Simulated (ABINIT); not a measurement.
A self-consistent single point of Li3C (Fm-3m, 4 atoms in the cell) with ABINIT.

Level of theory: PBEsol, norm-conserving pseudopotentials (PseudoDojo nc-sr-04 PBEsol standard) (plane waves; ABINIT).

```
Li3C
1.0
    0.00000     2.63994     2.63994
    2.63994     0.00000     2.63994
    2.63994     2.63994     0.00000
Li C
3 1
Direct
  0.75000   0.75000   0.75000
  0.25000   0.25000   0.25000
  0.50000   0.50000   0.50000
  0.00000   0.00000   0.00000
```

Reference input (self-consistent single point, DFT, PBEsol, plane waves, norm-conserving pseudopotentials (PseudoDojo nc-sr-04 PBEsol standard)): pseudos = [Li.upf, C.upf]; ecut = 41 Ha; ixc = -116133; occopt = 7; tsmear = 0.136 eV; ngkpt = 7 7 7; nshiftk = 1; shiftk = 0 0 0; potentials = PseudoDojo nc-sr-04 PBEsol standard; nband = 12; kptopt = 1; nstep = 50. This run's input differs from it in these lines:

```diff
@@ -20,3 +20,3 @@
 occopt 7
-tsmear 0.136 eV
+tsmear 0.3 eV
 nband 12
```

Output, abridged:

```
--- !BeginCycle
solver: {iscf: 7, nstep: 50, nline: 4, wfoptalg: 0, }
tolerances: {tolvrs: 1.00E-12, }
...

     iter   Etot(hartree)      deltaE(h)  residm     vres2
 ETOT  1  -27.353288339668    -2.735E+01 8.170E-02 2.518E+02
 ETOT  2  -27.380717214135    -2.743E-02 1.740E-03 1.538E+02
 ETOT  3  -27.400725519715    -2.001E-02 5.166E-04 1.043E+00
 ETOT  4  -27.400811833079    -8.631E-05 5.946E-04 9.455E-03
 ETOT  5  -27.400812314605    -4.815E-07 4.822E-05 5.338E-04
 ETOT  6  -27.400812331999    -1.739E-08 9.816E-05 3.540E-06
 ETOT  7  -27.400812332250    -2.511E-10 6.551E-06 1.335E-07
 ETOT  8  -27.400812332266    -1.659E-11 1.363E-05 4.260E-10
 ETOT  9  -27.400812332267    -1.005E-12 8.951E-07 9.278E-12
 ETOT 10  -27.400812332268    -2.238E-13 1.871E-06 3.458E-14
 At SCF step   10       vres2   =  3.46E-14 < tolvrs=  1.00E-12 =>converged.

 Cartesian components of stress tensor (hartree/bohr^3)
  sigma(1 1)=  4.04460250E-05  sigma(3 2)=  0.00000000E+00
  sigma(2 2)=  4.04460250E-05  sigma(3 1)=  0.00000000E+00
  sigma(3 3)=  4.04460250E-05  sigma(2 1)=  0.00000000E+00

 ----iterations are completed or convergence reached----

 reduced coordinates (array xred) for    4 atoms
       0.750000000000      0.750000000000      0.750000000000
       0.250000000000      0.250000000000      0.250000000000
       0.500000000000      0.500000000000      0.500000000000
       0.000000000000      0.000000000000      0.000000000000
 cartesian forces (eV/Angstrom) at end:
    1     -0.00000000000000    -0.00000000000000    -0.00000000000000
   [... lines left out ...]
 Fermi (or HOMO) energy (hartree) =   0.09650   Average Vxc (hartree)=  -0.35618
 Fermi (or HOMO) energy (eV) =   2.62577   Average Vxc (eV)=  -9.69222
   [... lines left out ...]
total_energy        : -2.74008123322677E+01
total_energy_eV     : -7.45614022449157E+02
band_energy         : -9.38068853621140E+00
...

-Cartesian components of stress tensor (GPa)         [Pressure= -1.1900E+00 GPa]
- sigma(1 1)=  1.18996294E+00  sigma(3 2)=  0.00000000E+00
- sigma(2 2)=  1.18996294E+00  sigma(3 1)=  0.00000000E+00
- sigma(3 3)=  1.18996294E+00  sigma(2 1)=  0.00000000E+00

 Calculation completed.
```

The run converged in 10 iterations. Against the reference run the free energy goes down by 8.5 meV/atom and the pressure goes from -1.29 to -1.19 GPa.

The starting cell comes from a database of computed structures (which also holds hypothetical and non-ambient phases and stackings), without a prior relaxation at this level.

Cost on one core of a shared machine: roughly 40 s.
